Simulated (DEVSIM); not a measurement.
Device: GaP/Si p-n heterojunction, at 400 K.

```csv
layer (left to right),material,thickness (μm),Nd (cm⁻³),Na (cm⁻³),τn (s),τp (s)
1,GaP,0.200,-,5.4e17,1.1e-6,1.1e-6
2,Si,0.150,7.6e15,-,1.1e-6,1.1e-6
```

Left contact: ohmic. Right contact: ohmic. Voltage is applied to the left contact. Recombination: SRH at mid-gap. Mobility is constant in doping.

Constants are typed, rounded textbook-type inputs, not results; the design itself was drawn at random and stands for no fabricated device. Values at 300 K; Nc and Nv go as T^1.5, mobilities as T to minus their exponent, the gap by Varshni's rule with the affinity fixed.

| parameter | GaP | Si |
|---|---|---|
| gap (eV) | 2.26 | 1.124 |
| affinity (eV) | 3.8 | 4.05 |
| permittivity | 11.1 | 11.7 |
| Nc (cm⁻³) | 1.8e19 | 2.86e19 |
| Nv (cm⁻³) | 1.9e19 | 3.1e19 |
| μn (cm²/Vs) | 250 | 1417 |
| μp (cm²/Vs) | 150 | 470 |
| T exponent of μn | 1.6 | 2.3 |
| T exponent of μp | 1.98 | 2.2 |
| Varshni α (eV/K) | 0.00058 | 0.000473 |
| Varshni β (K) | 372 | 636 |

Simulated with DEVSIM: 1D drift-diffusion, Boltzmann statistics, complete ionisation; no tunnelling, impact ionisation, image-force lowering or self-heating. Band offsets follow the typed affinities; no thermionic-emission limit at abrupt steps, no polarisation charge.

Problem. Tabulate band edges, carrier densities and field at zero bias.

Solution. Energies count from the Fermi level of the right contact; mesh points crowd at the junctions.

```
x (μm)    Ec (eV)  Ev (eV)  n (cm⁻³)  p (cm⁻³)  field (V/cm)
--------  -------  -------  --------  --------  ------------
0.000       2.080   -0.138     < 1e2    5.4e17           ≈ 0
0.003317    2.080   -0.138     < 1e2    5.4e17           ≈ 0
0.008810    2.080   -0.138     < 1e2    5.4e17           ≈ 0
0.01791     2.080   -0.138     < 1e2    5.4e17           ≈ 0
0.04113     2.080   -0.138     < 1e2    5.4e17           ≈ 0
0.07145     2.080   -0.138     < 1e2    5.4e17           ≈ 0
0.1151      2.080   -0.138     < 1e2    5.4e17           -37
0.1603      2.054   -0.164     < 1e2    2.5e17        -37000
0.1781      1.881   -0.337     < 1e2    1.7e15       -170000
0.1888      1.648   -0.570     < 1e2    1.9e12       -260000
0.1952      1.459   -0.759     < 1e2     8.0e9       -320000
0.2000      1.045   -0.052   3000000    1.1e19       -350000
0.2033      0.977   -0.120     2.2e7    1.5e18       -140000
0.2087      0.923   -0.174     1.0e8    3.1e17        -77000
0.2214      0.845   -0.251     9.9e8    3.3e16        -53000
0.2384      0.760   -0.336    1.2e10    2.7e15        -48000
0.2692      0.618   -0.478    7.1e11    4.5e13        -44000
0.3025      0.478   -0.619    4.2e13    7.7e11        -40000
0.3276      0.380   -0.716    7.1e14    4.5e10        -37000
0.3384      0.341   -0.756    2.3e15    1.4e10        -36000
0.3449      0.317   -0.780    4.5e15     7.2e9        -36000
0.3500      0.299   -0.798    7.6e15     4.2e9        -36000
```
